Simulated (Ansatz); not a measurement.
Partial pair distribution functions of a relaxed model of amorphous Si$_{30}$N$_{44}$Zr$_{3}$, broadened by 0.06 Å; density 3.30 g/cm³. Computed with PBE, scalar-relativistic without spin-orbit coupling (plane waves to 420 eV, PAW; Ansatz, a quantum-chemistry and plane-wave program).

Preparation: random packing, a CHGNet melt and quench, and a DFT relaxation. N atoms were pushed apart under 1.9 Å during the dynamics, to hinder bonds among them. The hot cell started wider than the set density and was brought back towards it in steps. It is the lowest in DFT energy of 2 quenches. It is a model cell: composition and starting density were chosen by hand, and all elements were melted together. No dispersion term was used. Its density started from a set value of 3.30 and ended at 3.30 g/cm³. Cooling (nominally 450 K/ps over its main leg) ran many orders faster than in experiment, which tends to leave more defects and strain. Values belong to this one cell and scatter from quench to quench. The volume was held where the preparation left it and the shape relaxed, at a PBE pressure of 3.8 GPa. Stress components on the final sampling reach 4.0 GPa. On a 2×2×2 Γ-centred mesh force components of up to 0.23 eV/Å stay, since the relaxation ran on the zone centre alone.

| r (Å) | g Si-N | g N-Zr | g Si-Si | g N-N |
|---|---|---|---|---|
| 1.45 | 0.00 | 0.00 | 0.00 | 0.00 |
| 1.55 | 0.36 | 0.00 | 0.00 | 0.00 |
| 1.65 | 4.89 | 0.00 | 0.00 | 0.00 |
| 1.75 | 10.55 | 0.00 | 0.00 | 0.00 |
| 1.85 | 4.20 | 0.11 | 0.00 | 0.00 |
| 1.95 | 0.79 | 1.54 | 0.00 | 0.00 |
| 2.05 | 0.17 | 3.08 | 0.00 | 0.00 |
| 2.15 | 0.01 | 3.38 | 0.00 | 0.00 |
| 2.25 | 0.00 | 3.54 | 0.01 | 0.01 |
| 2.35 | 0.00 | 1.69 | 0.27 | 0.26 |
| 2.45 | 0.04 | 0.41 | 0.95 | 0.90 |
| 2.55 | 0.05 | 1.21 | 1.14 | 1.49 |
| 2.65 | 0.11 | 0.78 | 0.94 | 2.03 |
| 2.75 | 0.15 | 0.13 | 1.65 | 2.89 |
| 2.85 | 0.20 | 0.43 | 2.74 | 3.57 |
| 2.95 | 0.32 | 0.72 | 2.48 | 2.84 |
| 3.05 | 0.56 | 0.35 | 2.72 | 1.71 |
| 3.15 | 0.63 | 0.94 | 2.08 | 0.77 |
| 3.25 | 0.87 | 0.56 | 1.46 | 0.72 |
| 3.35 | 1.03 | 0.62 | 1.33 | 0.73 |
| 3.45 | 1.37 | 0.63 | 0.50 | 0.65 |
| 3.55 | 1.42 | 0.88 | 0.16 | 0.54 |
| 3.65 | 1.04 | 1.04 | 0.27 | 0.50 |
| 3.75 | 1.15 | 1.07 | 0.27 | 0.47 |
| 3.85 | 1.35 | 0.76 | 0.47 | 0.69 |
| 3.95 | 1.37 | 1.32 | 0.63 | 0.54 |
| 4.05 | 1.55 | 1.23 | 0.53 | 0.62 |
| 4.15 | 1.68 | 1.21 | 0.77 | 0.69 |
| 4.25 | 1.70 | 1.11 | 1.00 | 0.50 |
| 4.35 | 1.51 | 1.06 | 0.86 | 0.65 |
| 4.45 | 1.30 | 1.40 | 1.06 | 0.96 |
| 4.55 | 0.98 | 1.57 | 0.56 | 1.06 |
| 4.65 | 0.74 | 1.32 | 0.68 | 1.17 |

Within 2.14 Å each Si has 4.10 N neighbours on average.
